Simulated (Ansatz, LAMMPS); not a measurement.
## High-frequency dielectric constant of corundum Ga₂O₃ (metastable phase): levels of theory against measurement

Reference value: 3.83 (measured, temperature not stated, no zero-point or thermal correction, mean of the two values across and the one along c; as tabulated in Stokey et al. (2021), arXiv:2108.12058).

```json
[
 {"level (code)": "ionic model bush1994 (shell model, LAMMPS)", "value": "5.05", "cell (Å³/atom)": "9.60", "difference (%)": "+32"},
 {"level (code)": "ionic model cherry1995 (shell model, LAMMPS)", "value": "2.16", "cell (Å³/atom)": "9.18", "difference (%)": "-44"},
 {"level (code)": "ionic model grimes1999 (shell model, LAMMPS)", "value": "4.56", "cell (Å³/atom)": "9.47", "difference (%)": "+19.1"},
 {"level (code)": "LDA (Ansatz)", "value": "4.32 ± 0.02", "cell (Å³/atom)": "9.41", "difference (%)": "+12.8"},
 {"level (code)": "r²SCAN (Ansatz)", "value": "4.00", "cell (Å³/atom)": "9.64", "difference (%)": "+4.4"}
]
```

Leaving aside ionic model bush1994, ionic model cherry1995, ionic model grimes1999, which can be fitted to such values or carry a doubt: The best agreement in this table is that of r²SCAN (+4.4 %). LDA (+12.8 %) lies farthest from it. Within 20 %: LDA, r²SCAN.

The reference has no zero-point or thermal correction, while the calculations are for a static lattice, so the differences are not the levels' errors alone. For crystals that are not cubic the mean over three axes is given.  A ± on a computed value is a rough bar: the spread of its extrapolation, a floor set from checks against published values, or a statistical error. Each level is taken at its own relaxed cell. Cutoffs differ between the levels. Ansatz's density-functional and Hartree–Fock values are scalar-relativistic unless marked +SOC, with PAW data made under PBE.

Empirical potentials (ionic model bush1994, ionic model cherry1995, ionic model grimes1999) are fitted to chosen data, which need not cover the solid at hand: agreement can be built in, and what lay outside the fit can be far off.

Differences are worked out from the printed values.

Ansatz is a program for electronic structure.
